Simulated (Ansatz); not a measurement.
Consider interstitial N in alpha quartz, charge state -1. All values below come from PBE, PAW (plane waves to 420 eV; Ansatz, an electronic-structure program).

Settings: 72 host sites, the relaxed PBE lattice, the Γ point alone, smearing 0.01 eV, spin-restricted, no image-charge correction. Static, classical nuclei. The charge state is imposed; whether it is stable for some Fermi level was not computed. Sites that were not tried may lie lower.

Barriers: single points on a 2×2×2 k-point mesh shifted by half a step along c at the bands' geometries.

The step: several atoms move together, N the farthest; the atom moves 1.94 Å along (-0.15, 0.14, 0.27) of the unit cell; at the start the N atom holds a host O site and a host atom stands off its site; at the end the N atom holds a host O site and a host atom stands off its site; the moving atom starts with neighbours O at 1.58; Si at 1.69, Si at 1.81 Å and ends with O at 1.56; Si at 1.67, Si at 1.77 Å.

Problem. Predict the migration barrier of this step from PBE, PAW.

Solution. 1.68 eV forward and 1.58 eV backward. At the saddle the moving atom has neighbours O at 2.03, O at 2.15; Si at 1.66, Si at 2.20 Å. The check of the saddle point's order was inconclusive.
